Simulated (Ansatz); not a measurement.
Where the default PAW files enter, the runs use the earlier of Ansatz's two default sets.

Tunnelling through a barrier is set by its complex band structure: the current falls as exp(−2κd) with the smallest κ.

```yaml
crystal:
  lattice:
    - [4.65856, 0.00000, 0.00000]
    - [-2.32928, 4.03443, 0.00000]
    - [0.00000, 0.00000, 7.55274]
  atoms:
    - { symbol: Ag, position: [0.33333, 0.66667, 0.00098] }
    - { symbol: Ag, position: [0.66667, 0.33333, 0.50098] }
    - { symbol: I, position: [0.33333, 0.66667, 0.37892] }
    - { symbol: I, position: [0.66667, 0.33333, 0.87892] }
```

Space group of this cell: P6_3mc, wurtzite. The cell is taken as given; by PBEsol its mean pressure is -1.6 GPa.

Transport runs along the normal of the first two printed cell vectors, the (001) plane of the conventional cell.

The gap is the functional's own. No spin-orbit coupling. Mid-gap values are interpolated on the energy grid.

Q: Give the band gap and the smallest decay constant κ at mid-gap that PBEsol run with Ansatz (a first-principles code) yields.

A: Gap 1.24 eV on a 12×12×4 mesh; κ = 0.116 1/Å, at the zone centre.
